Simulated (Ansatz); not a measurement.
## (Si,Ge): Ge15Si2

A 34-atom cell of (Si,Ge) started in the type-II clathrate frame structure, site fractions Si 0.118, Ge 0.882, short-range order +0.01 among the nearest mixed sites of the first mixed sublattice (0 is random, a negative value favours unlike neighbours), space group P1 at the end.

All values below come from r2SCAN (plane waves to 500 eV, PAW; Ansatz, a quantum-chemistry and plane-wave program). No spin–orbit coupling. Its k-point mesh 3×3×3, Fermi–Dirac width 0.01 eV.

```
Quantity                                                                                         Result
---------------------------------------------------------  --------------------------------------------
volume per atom                                                                                25.68 Å³
Ge–Ge bonds (within 1.22 times the sum of covalent radii)  2.454 Å on average, from 2.425 to 2.486 (53)
Ge–Si bonds (within 1.22 times the sum of covalent radii)  2.411 Å on average, from 2.383 to 2.438 (14)
Si–Si bonds (within 1.22 times the sum of covalent radii)   2.374 Å on average, from 2.374 to 2.374 (1)
```

```xyz
34
Lattice="0.0006 7.5841 7.5885 7.5878 0.0021 7.5870 7.5898 7.5846 0.0001" Properties=species:S:1:pos:R:3 pbc="T T T"
Ge    -0.0297     0.0151     0.0245
Ge     3.7697     3.7783     3.8156
Ge     5.1892     9.9843     9.9926
Ge     8.9721     8.9760    13.7884
Ge     9.9577     5.1847     9.9951
Ge    13.7821    13.7720    13.7796
Ge     5.1854     5.1843     5.1948
Ge     8.9805    13.7664     8.9820
Si     9.9950     9.9973     5.2128
Si    13.7759     8.9892     8.9823
Ge     7.5304    10.5025    10.5015
Ge     8.4500     3.7249     6.7304
Si     7.6672     4.6569    10.5070
Ge     6.7327    11.4358     6.7039
Ge     7.5204     4.6696     4.6701
Ge     8.5013    11.4197     8.4401
Ge     7.7048    10.5194     4.6445
Ge     6.7090     3.7059     8.5050
Ge    10.5130     7.5249    10.4932
Ge     6.7153     8.4799     3.6887
Ge    10.5015     7.7019     4.6781
Ge     6.7249     6.6715    11.4350
Ge     4.6747     7.5223     4.6595
Ge     8.4583     8.4457    11.4512
Ge     4.6709     7.6474    10.5128
Ge     8.4630     6.7251     3.7250
Si    10.5116    10.4962     7.4754
Ge     3.7231     6.6987     8.4628
Ge     4.6730    10.5054     7.6560
Ge    11.4511     6.7308     6.7174
Ge     4.6492     4.6309     7.5248
Ge    11.4712     8.5052     8.4503
Ge    10.5052     4.6750     7.6626
Ge     3.7237     8.4536     6.7147
```
